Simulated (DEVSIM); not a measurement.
Device: Co/SiO2/p-Si capacitor, at 300 K.

```csv
layer (left to right),material,thickness (nm),Na (cm⁻³)
1,SiO2,30.0,-
2,Si,550,1.1e18
```

Metal gate on the left, work function 5 eV. Fixed charge at the semiconductor interface 7.9e10 cm⁻² (in units of +e); no interface traps.

This is a model device: material constants are rounded textbook-type values typed into the input, and sizes, dopings and lifetimes were drawn at random. Values at 300 K.

| parameter | SiO2 | Si |
|---|---|---|
| gap (eV) | 9 | 1.124 |
| affinity (eV) | 0.9 | 4.05 |
| permittivity | 3.9 | 11.7 |
| Nc (cm⁻³) | - | 2.86e19 |
| Nv (cm⁻³) | - | 3.1e19 |

Model (solved in DEVSIM): 1D Poisson equation in equilibrium, Boltzmann statistics, complete ionisation; no quantum confinement or tunnelling. Metal contacts follow the ideal Schottky-Mott rule: no Fermi-level pinning, no interface dipoles.

Task: Tabulate band edges, carrier densities and field at 3.0 V on the gate.

Result: Energies count from the Fermi level of the right contact; mesh points crowd at the junctions.

```csv
x (μm),Ec (eV),Ev (eV),n (cm⁻³),p (cm⁻³),field (V/cm)
0.000,1.100,-7.900,< 1e2,< 1e2,920000
0.001169,1.208,-7.792,< 1e2,< 1e2,920000
0.003420,1.415,-7.585,< 1e2,< 1e2,920000
0.008045,1.841,-7.159,< 1e2,< 1e2,920000
0.01936,2.884,-6.116,< 1e2,< 1e2,920000
0.02508,3.411,-5.589,< 1e2,< 1e2,920000
0.02806,3.685,-5.315,< 1e2,< 1e2,920000
0.02996,3.861,-5.139,< 1e2,< 1e2,750000
0.03112,0.748,-0.376,7900000,1.5e13,300000
0.03349,0.814,-0.310,610000,1.9e14,260000
0.03828,0.919,-0.205,11000,1.1e16,180000
0.05398,1.033,-0.091,130,9.3e17,11000
0.07992,1.038,-0.086,110,1.1e18,15
0.1326,1.038,-0.086,110,1.1e18,≈ 0
0.2959,1.038,-0.086,110,1.1e18,≈ 0
0.4452,1.038,-0.086,110,1.1e18,≈ 0
0.5143,1.038,-0.086,110,1.1e18,≈ 0
0.5482,1.038,-0.086,110,1.1e18,≈ 0
0.5684,1.038,-0.086,110,1.1e18,≈ 0
0.5749,1.038,-0.086,110,1.1e18,≈ 0
0.5782,1.038,-0.086,110,1.1e18,≈ 0
0.5800,1.038,-0.086,110,1.1e18,≈ 0
```
